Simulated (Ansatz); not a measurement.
Given:

```yaml
crystal:
  lattice:
    - [3.07086, 0.00000, 0.00000]
    - [1.53543, 2.65944, 0.00000]
    - [0.00000, 0.00000, 15.21023]
  atoms:
    - { symbol: Si, position: [0.00000, 0.00000, 0.99967] }
    - { symbol: Si, position: [0.00000, 0.00000, 0.49967] }
    - { symbol: Si, position: [0.66667, 0.66667, 0.83293] }
    - { symbol: Si, position: [0.33333, 0.33333, 0.33293] }
    - { symbol: Si, position: [0.66667, 0.66667, 0.16644] }
    - { symbol: Si, position: [0.33333, 0.33333, 0.66644] }
    - { symbol: C, position: [0.00000, 0.00000, 0.87464] }
    - { symbol: C, position: [0.00000, 0.00000, 0.37464] }
    - { symbol: C, position: [0.66667, 0.66667, 0.70825] }
    - { symbol: C, position: [0.33333, 0.33333, 0.20825] }
    - { symbol: C, position: [0.66667, 0.66667, 0.04176] }
    - { symbol: C, position: [0.33333, 0.33333, 0.54176] }
```

No spin polarisation.

The values are results of Ansatz (an electronic-structure program) PBE, spin-orbit coupling left out, earlier PAW set, not measurements. k-mesh 10×10×2 (Γ-centred); smearing 0.05 eV (Fermi–Dirac).

Question: Predict the pressure and space group.

Answer: 
- Pressure (mean of the normal stresses, compression positive) = 3.11 GPa
- Space group = P6_3mc (No. 186)

The cells carry an imposed strain or load. Whether these cells are dynamically stable was not tested. The cell was made from SiC (space group P6_3mc, No. 186) by this change: biaxial strain −0.78 %, plane normal [001], relaxed out of plane.
